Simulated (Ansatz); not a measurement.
The starting structures come from a database of crystals and need not be the phases stable at ambient conditions.

By PBEsol, the system below comes out a metal.

A figure of merit of an interconnect metal is its ballistic conductance per area.

Consider the following.

```xyz
8
Lattice="5.0258 0.0000 0.0000 0.0000 5.5026 0.0000 0.0000 0.0000 3.2487" Properties=species:S:1:pos:R:3 pbc="T T T"
Co     2.5184     3.8380     0.8122
Co     2.5074     1.6646     2.4366
Co     5.0203     1.0867     2.4366
Co     0.0055     4.4159     0.8122
P      1.5497     0.4491     0.8122
P      3.4761     5.0535     2.4366
P      0.9632     3.2004     2.4366
P      4.0626     2.3022     0.8122
```

Space group of this cell: Pnma. The cell is taken as given; by PBEsol its mean pressure is -3.0 GPa.

The current flows along the normal of the first two printed cell vectors. No spin-orbit coupling; the value is a mean over 0.1 eV about the Fermi level.

Q: Compute, with Ansatz (a program for electronic structure) with PBEsol, the ballistic conductance per area.

A: 0.49 × 10¹⁵ S/m² for both spins.
